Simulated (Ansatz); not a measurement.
Levels about the gap of amorphous Hf₁₈O₃₇Sr (56 atoms in a cell of 732 Å³, 8.83 g/cm³; zone centre alone, so wide bands show as single levels with stretches between that a denser mesh fills), at the geometry that PBE relaxed, where it gives -0.6 GPa on a denser mesh. The participation number counts the atoms over which a state spreads; weights are charges in smoothed Voronoi cells. The levels come from a single point, so bond lengths are those of that geometry. Method of the levels: PBE, scalar-relativistic without spin-orbit coupling (Ansatz, a first-principles code). Sampling: the zone centre alone; Fermi-Dirac width 0.02 eV; no spin polarisation. At PBE the levels at the filled edge of the gap are localised (band-tail or defect states).

Preparation: random packing, a CHGNet melt and quench, and a DFT relaxation. O atoms were pushed apart under 1.9 Å during the dynamics, to hinder bonds among them. The hot cell started wider than the set density and was brought back towards it in steps. It is the lowest in DFT energy of 2 quenches. It is a model cell: composition and starting density were chosen by hand, and all elements were melted together. No dispersion term was used. Its density started from a set value of 8.83 and ended at 8.83 g/cm³. The simulated quench (nominally 380 K/ps over its main leg) is rapid and tends to freeze in more defects than a deposited or slowly cooled glass has. Values belong to this one cell and scatter from quench to quench. The volume was held where the preparation left it, at a PBE pressure of -0.6 GPa (tension). Stress components on the final sampling reach 1.4 GPa. Cycles of charging lowered its energy after that relaxation.

```
E - E(highest filled), eV  filling  participation number        largest on  weight O  weight Hf  weight Sr
-------------------------  -------  --------------------  ----------------  --------  ---------  ---------
-0.49                       filled                   9.9   O, 4 neighbours      0.94       0.06       0.00
-0.44                       filled                  18.4   O, 3 neighbours      0.93       0.06       0.00
-0.35                       filled                  13.7   O, 2 neighbours      0.94       0.06       0.00
-0.29                       filled                  15.3   O, 3 neighbours      0.94       0.06       0.00
-0.20                       filled                  12.3   O, 3 neighbours      0.94       0.06       0.00
-0.17                       filled                  11.8   O, 2 neighbours      0.95       0.05       0.00
0.00                        filled                   6.2   O, 3 neighbours      0.95       0.04       0.00
3.85                         empty                  14.1  Hf, 7 neighbours      0.40       0.59       0.00
3.88                         empty                  30.8  Hf, 5 neighbours      0.49       0.48       0.03
4.14                         empty                  12.5  Hf, 6 neighbours      0.39       0.61       0.00
4.27                         empty                  27.2  Hf, 6 neighbours      0.39       0.60       0.00
4.33                         empty                  24.3  Hf, 7 neighbours      0.37       0.62       0.00
4.45                         empty                  31.7  Hf, 6 neighbours      0.41       0.58       0.00
4.53                         empty                  26.4  Hf, 6 neighbours      0.42       0.56       0.01
```

Most localised among these is the filled level at +0.00 eV, on a O atom, which has 3 neighbours (Hf 2.07 Å, Hf 2.14 Å, Hf 2.28 Å).
